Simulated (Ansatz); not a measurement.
# OH on the 1x1 (100) surface of bcc Nb, one in a 2x2 cell, started at the site 'hollow Nb-Nb-Nb-Nb over Nb at depth 1.4 Å'

Calculation: r2SCAN, at the PBE geometry (plane waves to 500 eV, PAW; Ansatz, a program for electronic structure).

Slab: 22 atoms, 6.2 Å thick at the start under the adsorbate (thin: gaps and levels are the slab's own); k 4x4x1, smearing 0.1 eV, dipole-corrected; single point; on the structure that PBE left under its start's symmetry; no spin, no spin-orbit, no U, no dispersion correction. At the end it is bonded to 2 Nb. In PBE it is, or lies within 0.03 eV of, the lowest of the starts that converged; the order may differ at this level.

```yaml
adsorption energy against H2O(g) − ½ H2(g) at the same level: -1.78 eV
work_function_of_the_top_face: 3.33 eV
change_of_the_work_function: -0.21 eV
change_of_the_step_from_the_bottom_to_the_top_vacuum_level_against_the_clean_slab: -0.22 eV
height of the binding atom over the mean of the host atoms within 0.3 Å of the top one: 1.657 Å
nearest_host_atoms_of_the_binding_atom: Nb at 2.16 Å, Nb at 2.16 Å, Nb at 3.58 Å
caution: the clean host was not checked against rearrangement in a larger or rattled cell
note: in the relaxation the adsorbate left its starting site by 1.7 Å
cost: very roughly 6 core-minutes
```

A negative adsorption energy means that the adsorbate is more stable on the surface than in its reference.
